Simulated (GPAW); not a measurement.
**GPAW run on BaCuSbO5 (P4mm, 8 atoms in the cell): self-consistent single point**

Level of theory: PBEsol, GPAW PAW datasets PBEsol (made by gpaw-setup) (plane waves; GPAW).

The input file:

```python
from ase import Atoms
from ase.units import GPa
from gpaw import GPAW, PW, FermiDirac

atoms = Atoms(['Ba', 'Cu', 'Sb', 'O', 'O', 'O', 'O', 'O'],
              cell=[[3.757053, 0.000000, 0.000000],
                    [0.000000, 3.757053, 0.000000],
                    [0.000000, 0.000000, 9.366069]],
              positions=[[0.000000, 0.000000, 0.299433],
                         [1.878526, 1.878526, 2.599178],
                         [1.878526, 1.878526, 6.667330],
                         [0.000000, 1.878526, 6.142549],
                         [1.878526, 0.000000, 6.142549],
                         [0.000000, 1.878526, 2.213764],
                         [1.878526, 0.000000, 2.213764],
                         [1.878526, 1.878526, 8.594118]],
              pbc=True)

calc = GPAW(mode=PW(900),
            xc='PBEsol',
            kpts=(7, 7, 3),
            occupations=FermiDirac(0.05),
            nbands=-16,
            convergence={'density': 1e-05, 'energy': 1e-05},
            symmetry={'symmorphic': False, 'tolerance': 0.0005},
            maxiter=100)

atoms.calc = calc

energy = atoms.get_potential_energy()
print('Energy (eV):', round(energy, 6))
forces = atoms.get_forces()
print('Forces (eV/Ang):')
print(forces.round(5))
stress = atoms.get_stress()
print('Stress (GPa, Voigt):', (stress / GPa).round(4))
```

Output, abridged:

```
Input parameters:
  convergence: {density: 1e-05,
                energy: 1e-05}
  kpts: [7 7 3]
  maxiter: 100
  mode: {ecut: 900.0000000000001,
         name: pw}
  nbands: -16
  occupations: {fixmagmom: False,
                name: fermi-dirac,
                width: 0.05}
  symmetry: {symmorphic: False,
             tolerance: 0.0005}
  xc: PBEsol

species:
  Ba:
    name: Barium
    Z: 56.0
    valence: 10
    core: 46
    charge: 0.0
    file: Ba.PBEsol.gz

    # Using partial waves for Ba as LCAO basis

  Cu:
    name: Copper
    Z: 29.0
    valence: 11
    core: 18
    charge: 0.0
    file: Cu.PBEsol.gz

    # Using partial waves for Cu as LCAO basis

  Sb:
    name: Antimony
    Z: 51.0
    valence: 15
    core: 36
    charge: 0.0
    file: Sb.PBEsol.gz

    # Using partial waves for Sb as LCAO basis

  O:
    name: Oxygen
    Z: 8.0
    valence: 6
    core: 2
    charge: 0.0
    file: O.PBEsol.gz

    # Using partial waves for O as LCAO basis

Reference energy: -452549.826661  # eV

Spin-paired calculation

Convergence criteria:
 Maximum [total energy] change in last 3 cyles: 1e-05 eV / valence electron
 Maximum integral of absolute [dens]ity change: 1e-05 electrons / valence electron
 Maximum integral of absolute [eigenst]ate change: 4e-08 eV^2 / valence electron
 Maximum number of scf [iter]ations: 100

Symmetries present (total): 8
Symmetries with fractional translations: 0
147 k-points: 7 x 7 x 3 Monkhorst-Pack grid
20 k-points in the irreducible part of the Brillouin zone
       k-points in crystal coordinates                weights
   0:     0.00000000    0.00000000    0.00000000          1/147
   1:     0.00000000    0.00000000    0.33333333          2/147
   2:     0.14285714    0.00000000    0.00000000          4/147
   [... 7 lines left out ...]
          ...
  19:     0.42857143    0.42857143    0.33333333          8/147

Wave functions: Plane wave expansion
  Cutoff energy: 900.000 eV
  Number of coefficients (min, max): 8050, 8134
  Pulay-stress correction: 0.000000 eV/Ang^3 (de/decut=0.000000)

Occupation numbers: Fermi-Dirac:
  width: 0.0500  # eV

Eigensolver

Densities:
  Coarse grid: 27*27*70 grid
  Fine grid: 54*54*140 grid
  Total Charge: 0.000000

Density mixing:
  Method: separate
  Backend: pulay
  Linear mixing parameter: 0.05
  old densities: 5
  Damping of long wavelength oscillations: 50

Hamiltonian:
  XC and Coulomb potentials evaluated on a 54*54*140 grid
  External potential:
    NoExternalPotential

XC parameters: PBEsol with 2 nearest neighbor stencil

Number of atoms: 8
Number of atomic orbitals: 43
Number of bands in calculation: 49
Number of valence electrons: 66
Bands to converge: occupied

Density initialized from atomic densities
  43 bands from LCAO basis set
  6 bands from random numbers

Atomic positions and initial magnetic moments

Positions:
   0 Ba     0.000000    0.000000    0.299433    ( 0.0000,  0.0000,  0.0000)
   1 Cu     1.878526    1.878526    2.599178    ( 0.0000,  0.0000,  0.0000)
   2 Sb     1.878526    1.878526    6.667330    ( 0.0000,  0.0000,  0.0000)
   3 O      0.000000    1.878526    6.142549    ( 0.0000,  0.0000,  0.0000)
   4 O      1.878526    0.000000    6.142549    ( 0.0000,  0.0000,  0.0000)
   5 O      0.000000    1.878526    2.213764    ( 0.0000,  0.0000,  0.0000)
   6 O      1.878526    0.000000    2.213764    ( 0.0000,  0.0000,  0.0000)
   7 O      1.878526    1.878526    8.594118    ( 0.0000,  0.0000,  0.0000)

Unit cell:
           periodic     x           y           z      points  spacing
  1. axis:    yes    3.757053    0.000000    0.000000    27     0.1392
  2. axis:    yes    0.000000    3.757053    0.000000    27     0.1392
  3. axis:    yes    0.000000    0.000000    9.366069    70     0.1338

  Lengths:   3.757053   3.757053   9.366069
  Angles:   90.000000  90.000000  90.000000

Effective grid spacing dv^(1/3) = 0.1373

     iter     time        total  log10-change:
                         energy   eigst   dens
iter:   1 --:--:--   -62.237285
iter:   2 --:--:--   -55.779534   -0.32  -0.95
iter:   3 --:--:--   -49.863979   -0.58  -1.01
iter:   4 --:--:--   -49.161365   -1.23  -1.22
iter:   5 --:--:--   -48.929646   -1.98  -1.30
iter:   6 --:--:--   -48.734658   -1.44  -1.33
   [... 5 lines left out ...]
iter:  12 --:--:--   -48.437229   -4.83  -2.35
iter:  13 --:--:--   -48.432761   -4.35  -2.38
iter:  14 --:--:--   -48.428989   -4.02  -2.55
iter:  15 --:--:--   -48.428143   -3.97  -2.80
iter:  16 --:--:--   -48.428149   -4.98  -2.95
iter:  17 --:--:--   -48.428037c  -5.50  -3.15
iter:  18 --:--:--   -48.427992c  -6.04  -3.30
iter:  19 --:--:--   -48.427939c  -6.22  -3.35
iter:  20 --:--:--   -48.427924c  -6.22  -3.57
iter:  21 --:--:--   -48.427930c  -6.06  -3.73
iter:  22 --:--:--   -48.427931c  -7.24  -3.85
iter:  23 --:--:--   -48.427928c  -7.44c -4.01
iter:  24 --:--:--   -48.427927c  -8.01c -4.10
iter:  25 --:--:--   -48.427926c  -7.48c -4.14
iter:  26 --:--:--   -48.427926c  -8.65c -4.36
iter:  27 --:--:--   -48.427926c  -8.07c -4.46
iter:  28 --:--:--   -48.427927c  -8.88c -4.79
iter:  29 --:--:--   -48.427927c  -9.33c -4.97
iter:  30 --:--:--   -48.427927c  -9.03c -5.03c

Converged after 30 iterations.

Dipole moment: (-0.000014, -0.000014, -21.060458) |e|*Ang

Energy contributions relative to reference atoms: (reference = -452549.826661)

Kinetic:        +25.705118
Potential:      -26.603513
External:        +0.000000
XC:             -48.328098
Entropy (-ST):   -0.030578
Local:           +0.813855
SIC:             +0.000000
--------------------------
Free energy:    -48.443216
Extrapolated:   -48.427927

Showing only first 2 kpts
 Kpt  Band  Eigenvalues  Occupancy
  0    31      3.40682    1.99996
  0    32      3.45236    1.99990
  0    33      3.63974    1.99568
  0    34      3.63974    1.99568

  1    31      3.44859    1.99991
  1    32      3.47897    1.99983
  1    33      3.64025    1.99564
  1    34      3.64025    1.99564

Fermi level: 3.94651

No gap
No difference between direct/indirect transitions
Energy (eV): -48.427927

Forces in eV/Ang:
  0 Ba    0.00000    0.00000    0.19129
  1 Cu    0.00000    0.00000   -0.22322
  2 Sb    0.00000    0.00000    0.15512
  3 O     0.00000    0.00000    0.22105
  4 O    -0.00000    0.00000    0.22105
  5 O     0.00000    0.00000   -0.11743
  6 O     0.00000    0.00000   -0.11743
  7 O     0.00000    0.00000   -0.33191

Stress tensor:
     0.025547     0.000000     0.000000
     0.000000     0.025547     0.000000
     0.000000     0.000000     0.018690
Stress (GPa, Voigt): [4.0931 4.0931 2.9944 0.     0.     0.    ]
```

The run converged in 30 iterations. GPAW prints stress with tension positive.

At such cutoffs GPAW's stress carries a finite-basis (Pulay) error, which enters relaxed cells too; its log prints stress with tension positive.

The starting cell comes from a database of computed structures (which also holds hypothetical and non-ambient phases and stackings), without a prior relaxation at this level. Its lattice was rescaled by a random factor within 2.5 % of one. Spin-orbit coupling is off. Spin polarisation is off, so a magnetic state, if there is one, cannot be reached. The run gives no clean gap (levels at the Fermi energy touch, overlap or are partly filled at this smearing), which alone does not show that the compound is a metal.

Cost on one core of a shared machine: roughly 3 min.
